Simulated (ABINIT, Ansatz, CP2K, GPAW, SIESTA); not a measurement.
**Code comparison for K₃Al (Pm-3m, 4 atoms in the cell)**

Self-consistent single point.

```xyz
4
Lattice="5.7719 0.0000 0.0000 0.0000 5.7719 0.0000 0.0000 0.0000 5.7719" Properties=species:S:1:pos:R:3 pbc="T T T"
K      0.0000     2.8859     2.8859
K      2.8859     0.0000     2.8859
K      2.8859     2.8859     0.0000
Al     0.0000     0.0000     0.0000
```

Shared settings, as Ansatz (a quantum-chemistry and plane-wave program) writes them: kpoints.mp_grid.grid = 5 5 5; scf.occupations.method = fermi_dirac; scf.occupations.width = 0.05 eV. Potentials and cutoffs stand in the table.

```
code                                                                                                                       model  pressure (GPa)       cutoff
------  ------------------------------------------------------------------------------------------------------------------------  --------------  -----------
CP2K                                        LDA (Pade form), GPW, DZVP-MOLOPT-SR-GTH basis, GTH-PADE potentials (GTH_POTENTIALS)           -0.77  grid 500 Ry
ABINIT                                           LDA (PW92), norm-conserving pseudopotentials (PseudoDojo nc-sr-04 LDA standard)           -0.96       980 eV
GPAW                                                               LDA (Perdew-Wang 92), GPAW PAW datasets LDA (gpaw-data 1.0.1)           -0.97       600 eV
SIESTA  LDA PW92, numerical atomic orbitals DZP, PseudoDojo LDA standard norm-conserving potentials (rewritten from UPF to PSML)           -0.50  grid 300 Ry
Ansatz                                                                                       LDA (PW92), PAW files made with PBE           -0.95      default
```

The spread over the programs that give each value: pressure within 0.47 GPa.

CP2K and SIESTA use small atom-centred bases, whose incompleteness enters pressures, forces and empty levels differently from a plane-wave cutoff. Ansatz's pressure is given at a fixed set of plane waves, as the other plane-wave codes print theirs.

The starting cell comes from a database of computed structures (which also holds hypothetical and non-ambient phases and stackings), without a prior relaxation at this level.

Left out of this page: Elk and FLEUR (not drawn, or without a comparable value).

Keys are those of Ansatz 0.2.
